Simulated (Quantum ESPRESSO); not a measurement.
Checking a run of Quantum ESPRESSO on AlCr2C (P6_3/mmc, 8 atoms in the cell). The aim is a self-consistent single point with DFT, revPBE, plane waves, PSlibrary ultrasoft (PBE) pseudopotentials.

Cell that was meant: a = 2.8251 Å, b = 2.8251 Å, c = 12.6014 Å, α = 90.00°, β = 90.00°, γ = 120.00°.

Part of the input:

```fortran
   input_dft = 'revpbe'
/
&electrons
   conv_thr = 1.0d-2
/
ATOMIC_SPECIES
Al    26.9815  Al.pbe-n-rrkjus_psl.1.0.0.UPF
```

Output, abridged:

```
     file Cr.pbe-spn-rrkjus_psl.1.0.0.UPF: wavefunction(s)  3P renormalized

     Message from routine setup:
   [... lines left out ...]
        k(    1) = (   0.0000000   0.0000000   0.0000000), wk =   0.0204082
        k(    2) = (   0.0000000   0.0000000  -0.1120949), wk =   0.0204082
        k(    3) = (   0.0000000   0.1649572   0.0000000), wk =   0.1224490
   [... 13 lines left out ...]

     Dense  grid:   109051 G-vectors     FFT dimensions: (  40,  40, 180)

     Smooth grid:    32513 G-vectors     FFT dimensions: (  25,  25, 120)

     Initial potential from superposition of free atoms

     starting charge      69.9924, renormalised to      70.0000
     Self-consistent Calculation

     iteration #  1     ecut=    55.00 Ry     beta= 0.70

     total energy              =    -733.92992874 Ry
     estimated scf accuracy    <       1.88789735 Ry

     iteration #  2     ecut=    55.00 Ry     beta= 0.70

     total energy              =    -733.47375425 Ry
     estimated scf accuracy    <      11.03210829 Ry

     iteration #  3     ecut=    55.00 Ry     beta= 0.70

     total energy              =    -735.06250982 Ry
     estimated scf accuracy    <       0.45602271 Ry

     iteration #  4     ecut=    55.00 Ry     beta= 0.70

     total energy              =    -735.15027698 Ry
     estimated scf accuracy    <       0.01425442 Ry

     iteration #  5     ecut=    55.00 Ry     beta= 0.70

     total energy              =    -735.15433504 Ry
     estimated scf accuracy    <       0.01269711 Ry

     iteration #  6     ecut=    55.00 Ry     beta= 0.70
     End of self-consistent calculation

     the Fermi energy is    15.1312 ev

!    total energy              =    -735.15266151 Ry
     estimated scf accuracy    <       0.00734340 Ry
     smearing contrib. (-TS)   =       0.00040468 Ry
     internal energy E=F+TS    =    -735.15306619 Ry

     convergence has been achieved in   6 iterations

     Forces acting on atoms (cartesian axes, Ry/au):

     atom    1 type  1   force =     0.00000000   -0.00000000    0.00000000
     atom    2 type  1   force =     0.00000000   -0.00000000   -0.00000000
     atom    3 type  2   force =     0.00000000    0.00000000    0.01062510
     atom    4 type  2   force =    -0.00000000   -0.00000000   -0.01062510
   [... lines left out ...]
     Total force =     0.021250     Total SCF correction =     0.244368
   [... lines left out ...]

          total   stress  (Ry/bohr**3)                   (kbar)     P=      414.82
   0.00275647  -0.00000000   0.00000000          405.49       -0.00        0.00
  -0.00000000   0.00275647   0.00000000           -0.00      405.49        0.00
   0.00000000   0.00000000   0.00294665            0.00        0.00      433.47

   JOB DONE.
```

### Question
Is anything amiss in this input, and did it matter?

### Answer
The run is not sound. The fault is a convergence threshold that is too loose. A loop that stops early leaves an energy error of second order in the density error, but errors of first order in forces and stress. To fix it, tighten the threshold. The run converged in 6 iterations without an error; against the sound input the free energy rises by 9.3 meV/atom, the pressure goes from 5.73 to 41.48 GPa and the largest force goes from 0.132 to 0.273 eV/Å. The full log also holds: “SCF correction compared to forces is large: reduce conv_thr to get better values”.

The sound input it was made from differs as follows (other fixes are possible):
```diff
-   conv_thr = 1.0d-2
+   conv_thr = 1.0e-11
```

With that input, the run converged in 19 iterations: free energy E − TS -10002.3362 eV; Fermi level (on the code's own zero) 15.23 eV; pressure 5.73 GPa; largest force (vector length) 0.132 eV/Å (DFT, revPBE, plane waves, PSlibrary ultrasoft (PBE) pseudopotentials).

On the sound input: the starting cell comes from a database of computed structures (which also holds hypothetical and non-ambient phases and stackings), without a prior relaxation at this level. Spin polarisation is off. With a pressure of about 6 GPa the cell is away from its equilibrium volume at this level.
